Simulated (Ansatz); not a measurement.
**BeTe: biaxial strain −1.04 %, plane normal [001], relaxed out of plane**

Consider BeTe in the zinc blende structure (space group F-43m, No. 216; a = 5.657 Å). Axes: x, y, z lie along the cube axes.

Now apply this change: compressive biaxial strain of 1.04 % in the plane normal to [001], as in epitaxy on a mismatched substrate; the out-of-plane cell vector and the atoms relax.

Calculations: r2SCAN (Ansatz, an electronic-structure program, PAW, no spin-orbit coupling). Γ-centred 10×10×10 mesh, Fermi–Dirac width 0.05 eV.

The volume per atom shrinks by 0.295 Å³, from 22.63 Å³ to 22.33 Å³ and the space group becomes I-4m2 (No. 119) (base: F-43m (No. 216)). The shortest interatomic distance decreases by 0.011 Å (2.450 Å → 2.439 Å) and the energy rises by 1.7 meV/atom. The pressure (mean of the normal stresses, compression positive) goes from zero to 0.80 GPa and the band gap drops by 0.11 eV, from 2.38 eV to 2.27 eV. The gap character amounts to indirect, Γ → X and the smallest direct gap drops by 0.06 eV (4.04 eV → 3.98 eV). The electron mass changes from 2.1 mₑ along k, 0.25 mₑ across (at X) to 2.0 mₑ along k, 0.25 mₑ across (at X) and the valence-band top at Γ (three highest levels, from the VBM) changes from 0.00, 0.00, 0.00 eV to 0.00, 0.00, -0.11 eV. The valley order (the lowest conduction-band minima on the path, energy above the VBM, named in the base's zone) becomes X along [010] 2.27 eV; X along [001] 2.40 eV; L along [111] 3.50 eV (base: X along ⟨100⟩ 2.38 eV; L along ⟨111⟩ 3.51 eV) and the out-of-plane strain is +0.78 %. The ratio −ε⊥/ε∥ amounts to 0.75 and the mean in-plane stress (compression positive) comes out as +1.2 GPa.

With Te present, leaving out spin-orbit coupling can change the band edges. Masses are band curvatures over ±0.01 Å⁻¹ around the edge. Along k means along the line from Γ to the band edge. Stability against distortions was not tested. k-point labels follow each cell's own Brillouin zone.
